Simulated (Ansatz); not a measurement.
For SnO (model structure, started from the NiAs type, P6₃/mmc, No. 194, 4 atoms in the cell), PBEsol in Ansatz (plane waves, PAW) gives:

```
Property                     Result
-------------------  --------------
lattice constant a          3.373 Å
lattice parameter c         6.437 Å
formation enthalpy   -0.797 eV/atom
```

Problem. What does PBE-D3(BJ) in Ansatz (plane waves, PAW) give for the same quantities?

Solution. 
- lattice constant a: 3.410 Å (increases by 1.1 %)
- lattice parameter c: 6.457 Å (rises by 0.3 %)
- formation enthalpy: -0.811 eV/atom (moves by -0.014 eV/atom)

Changes are worked out from the printed values.

Unless a cell is named, each level is at its own relaxed cell (PBEsol 15.86, PBE-D3(BJ) 16.25 Å³/atom).

Levels without +SOC leave out spin–orbit coupling, which shifts energies and cells of such heavy elements.

Ansatz's density-functional and Hartree–Fock values are scalar-relativistic unless marked +SOC, with PAW data made under PBE.

A model structure was made by putting elements into a prototype or built by hand; it is no filed structure, need not be a known phase, and can be a saddle point held by its symmetry.

Ansatz is a quantum-chemistry and plane-wave program.
